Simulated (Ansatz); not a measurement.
```
CELL_PARAMETERS angstrom
      3.92124     0.00000     0.00000
      0.00000     3.92124     0.00000
      1.96062    -1.96062     2.63480
ATOMIC_POSITIONS crystal
  Cd 0.00000 0.00000 0.00000
  F  0.75000 0.75000 0.50000
  F  0.25000 0.25000 0.50000
```

No spin polarisation.

Level of theory: Kohn–Sham DFT with the PBEsol functional, run in Ansatz (a quantum-chemistry and plane-wave program) with PAW and 420 eV plane waves, no spin-orbit coupling. Settings: 11×11×11 k-points, 0.05 eV Fermi–Dirac smearing.

Task: Predict the pressure and band gap.

Result: The pressure (mean of the normal stresses, compression positive) is -3.74 GPa. The band gap comes out as 2.72 eV.

The cells carry an imposed strain or load. Whether these cells are dynamically stable was not tested. The cell was made from CdF$_{2}$ in the fluorite structure (space group Fm-3m, No. 225) by this change: biaxial strain +3.00 %, plane normal [001], relaxed out of plane.
